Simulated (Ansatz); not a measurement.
System: SiC (model structure, started from the CdTe type, P6₄22, No. 181, 6 atoms in the cell). Method: r²SCAN+rVV10 (PAW; Ansatz, a quantum-chemistry and plane-wave program).

Input file:

Ansatz 0.2 input:
```yaml
crystal:
  lattice:
    - [3.0694434139, 0.0000002383, 0.0]
    - [-1.5347219133, 2.6582158528, 0.0]
    - [0.0, 0.0, 7.0352487657]
  atoms:
    - { symbol: Si, position: [0.0, 0.5000024762, 0.6666666667] }
    - { symbol: Si, position: [0.4999975238, 0.4999975238, 0.0] }
    - { symbol: Si, position: [0.5000024762, 0.0, 0.3333333333] }
    - { symbol: C, position: [0.0, 0.5000000386, 0.1666666667] }
    - { symbol: C, position: [0.4999999614, 0.4999999614, 0.5] }
    - { symbol: C, position: [0.5000000386, 0.0, 0.8333333333] }
basis:
  ecutwfc: 560
  ecutrho_ratio: 4
  xc_grid: 3
kpoints:
  mp_grid: { grid: [18, 18, 8] }
  band_path:
    path:
      - [0.0, 0.0, 0.0]
      - [0.041667, 0.0, 0.0]
      - [0.083333, 0.0, 0.0]
      - [0.125, 0.0, 0.0]
      - [0.166667, 0.0, 0.0]
      - [0.208333, 0.0, 0.0]
      - [0.25, 0.0, 0.0]
      - [0.291667, 0.0, 0.0]
      - [0.333333, 0.0, 0.0]
      - [0.375, 0.0, 0.0]
      - [0.416667, 0.0, 0.0]
      - [0.458333, 0.0, 0.0]
      - [0.5, 0.0, 0.0]
      - [0.472222, 0.055556, 0.0]
      - [0.444444, 0.111111, 0.0]
      - [0.416667, 0.166667, 0.0]
      - [0.388889, 0.222222, 0.0]
      - [0.361111, 0.277778, 0.0]
      - [0.333333, 0.333333, 0.0]
      - [0.309524, 0.309524, 0.0]
      - [0.285714, 0.285714, 0.0]
      - [0.261905, 0.261905, 0.0]
      - [0.238095, 0.238095, 0.0]
      - [0.214286, 0.214286, 0.0]
      - [0.190476, 0.190476, 0.0]
      - [0.166667, 0.166667, 0.0]
      - [0.142857, 0.142857, 0.0]
      - [0.119048, 0.119048, 0.0]
      - [0.095238, 0.095238, 0.0]
      - [0.071429, 0.071429, 0.0]
      - [0.047619, 0.047619, 0.0]
      - [0.02381, 0.02381, 0.0]
      - [0.0, 0.0, 0.166667]
      - [0.0, 0.0, 0.333333]
      - [0.0, 0.0, 0.5]
      - [0.041667, 0.0, 0.5]
      - [0.083333, 0.0, 0.5]
      - [0.125, 0.0, 0.5]
      - [0.166667, 0.0, 0.5]
      - [0.208333, 0.0, 0.5]
      - [0.25, 0.0, 0.5]
      - [0.291667, 0.0, 0.5]
      - [0.333333, 0.0, 0.5]
      - [0.375, 0.0, 0.5]
      - [0.416667, 0.0, 0.5]
      - [0.458333, 0.0, 0.5]
      - [0.5, 0.0, 0.5]
      - [0.472222, 0.055556, 0.5]
      - [0.444444, 0.111111, 0.5]
      - [0.416667, 0.166667, 0.5]
      - [0.388889, 0.222222, 0.5]
      - [0.361111, 0.277778, 0.5]
      - [0.333333, 0.333333, 0.5]
      - [0.309524, 0.309524, 0.5]
      - [0.285714, 0.285714, 0.5]
      - [0.261905, 0.261905, 0.5]
      - [0.238095, 0.238095, 0.5]
      - [0.214286, 0.214286, 0.5]
      - [0.190476, 0.190476, 0.5]
      - [0.166667, 0.166667, 0.5]
      - [0.142857, 0.142857, 0.5]
      - [0.119048, 0.119048, 0.5]
      - [0.095238, 0.095238, 0.5]
      - [0.071429, 0.071429, 0.5]
      - [0.047619, 0.047619, 0.5]
      - [0.02381, 0.02381, 0.5]
      - [0.5, 0.0, 0.333333]
      - [0.5, 0.0, 0.166667]
      - [0.333333, 0.333333, 0.333333]
      - [0.333333, 0.333333, 0.166667]
    npoints: 1
hamiltonian:
  xc: r2scan
  dispersion: rvv10
  pseudopotentials: { kind: paw }
scf:
  occupations: { method: fermi_dirac, width: 0.05 }
  convergence: { dr2_threshold: 0.0000000006 }
output:
  forces: true
  stress: true
  eigenvalues: true
  write_bands: true
```

Output (set-up and result lines):

```
WARN the atoms were moved onto the symmetric positions of the space group found under crystal.symmetry.tolerance 1.0e-5 (fractional …
Crystal: 6 atoms, lattice volume = 57.402 Å³
Basis set: ecut = 560 eV, 1737 PW (Γ), exchange–correlation on 72×72×180 points (27 copies of the dense FFT grid, shifted against one another)
Bands: 18, of which v1, the nominal top of the filled ones, is band 12 counted from 1 (11 counted from 0)
Symmetry: 12 space group operations
Space group: P6422 (ITA 181), of the structure as read, at distance tolerance 3.9e-5 Å
k-points: 185 of 2592 (time reversal used)
Functional: x = r2scan, c = r2scan + rvv10(b = 11.95, C = 0.0093); τ floored in thin density (d = 2e-4 eV/Å³)
SCF iter   1: F=—  HF=-2668.259505 eV  |F-HF|=—  |Δ(HF+E_count)|=         —  Δρ=7.85e-3  dr2=1.82e-2  dr2_τ=4.86e-1
SCF iter   2: F=—  HF=-2668.456103 eV  |F-HF|=—  |Δ(HF+E_count)|=   1.97e-1  Δρ=5.37e-3  dr2=8.83e-3  dr2_τ=1.59e-4
  ...
SCF iter   8: F=—  HF=-2668.459384 eV  |F-HF|=—  |Δ(HF+E_count)|=   5.32e-9  Δρ=1.05e-6  dr2=7.08e-10  dr2_τ=1.52e-11
SCF iter   9: F=-2668.459384 eV  HF=-2668.459384 eV  |F-HF|=2.73e-12  |Δ(HF+E_count)|=  1.23e-11  Δρ=1.65e-7  dr2=1.66e-11  dr2_τ=4.98e-13
SCF 1 converged in 9 iterations: F = -2668.459384 eV  dr2 = 1.66e-11
SCF converged after 9 iterations
Free energy (F): -2668.459384 eV
Internal energy: -2668.459384 eV  (E = F + TS)
E sigma→0 (E₀):  -2668.459384 eV
Fermi energy:    12.095754 eV
--- Stress (GPa, compression-positive) ---
       -0.000320       0.000000       0.000000
        0.000000      -0.000320      -0.000000
        0.000000      -0.000000       0.000044
  P = ⅓ Tr σ = -0.0002 GPa (-0.002 kbar)
```

The PAW data were made under PBE.

Note: the relaxation could raise the start's symmetry but not lower it, so the cell can be a saddle point.

Computing time: very roughly 100 core-seconds.

A model structure was made by putting elements into a prototype or built by hand; it is no filed structure, need not be a known phase, and can be a saddle point held by its symmetry.
